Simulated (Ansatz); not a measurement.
**Fermi-surface data of Nb (Im-3m)**

Data:

```
CELL_PARAMETERS angstrom
     -1.62230     1.62230     1.62230
      1.62230    -1.62230     1.62230
      1.62230     1.62230    -1.62230
ATOMIC_POSITIONS crystal
  Nb 0.00000 0.00000 0.00000
```

Level of theory: PBEsol, rigid bands (plane waves, PAW, scalar-relativistic; Ansatz, a first-principles code). Condition of this run: hydrostatic pressure 5 GPa (the target of the relaxation). Geometry: cell and atoms relaxed with PBEsol, then loaded as said.

The density of states at the Fermi level comes out as 1.38 states/(eV·cell), both spins, the bare Sommerfeld coefficient is 3.3 mJ/(mol of atoms·K²) and the drude plasma energy is 9.6 eV. The root-mean-square Fermi velocity is 6.6e5 m/s and the resistivity times τ is 5.3 ×10⁻²² Ω·m·s. The resistivity times mean free path is 3.7 ×10⁻¹⁶ Ω·m².

A metal at this level (no band gap); rigid bands, thermally averaged at 300 K, both spins. Spin-orbit coupling is left out. τ is one relaxation time for all states; the product of resistivity and mean free path takes one path for all states instead.
